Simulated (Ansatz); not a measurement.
Base system: MoS2 (space group R3m, No. 160; layered, stacked along the Cartesian z axis).

```xyz
3
Lattice="1.5766 0.9103 5.9979 -1.5766 0.9103 5.9979 0.0000 -1.8205 5.9979" Properties=species:S:1:pos:R:3 pbc="T T T"
Mo     0.0000     0.0000     0.0003
S      0.0000     0.0000    13.5588
S      0.0000     0.0000    10.4319
```

Level of theory: plane-wave PAW DFT at the PBE-D3(BJ) level (Ansatz, a first-principles code, 420 eV), no SOC, earlier PAW set.

Carriers are added at fixed cell with a uniform background; the Fermi–Dirac width is that of 300 K.

One change was made to it. Results:

| quantity | base | after |
|---|---|---|
| Fermi level relative to the doped band's edge (positive inside the band; to 0.05 eV) | – | +0.30 eV |
| gap between the host's bands | 0.77 eV | 0.74 eV |
| gap character | indirect, T → k = (0, 0.182, -0.182) in the run's primitive reciprocal basis | indirect, T → k = (0, 0.182, -0.182) in the run's primitive reciprocal basis |

Problem. Which change produced these results?
A) electrons 3.0×10^21 cm⁻³
B) holes 3.0×10^21 cm⁻³
C) holes 7.0×10^21 cm⁻³
D) holes 5.0×10^21 cm⁻³

Solution. A, electrons 3.0×10^21 cm⁻³. For comparison, the Fermi level from band edge in the other runs: holes 7.0×10^21 cm⁻³ gives +1.00 eV; holes 5.0×10^21 cm⁻³ gives +0.95 eV; holes 3.0×10^21 cm⁻³ gives +0.80 eV.

Charged cell with a jellium background: band edges are those of the host's band count, energies are not comparable with the neutral cell, and many-body gap narrowing is missing. No phonon test of stability was made.
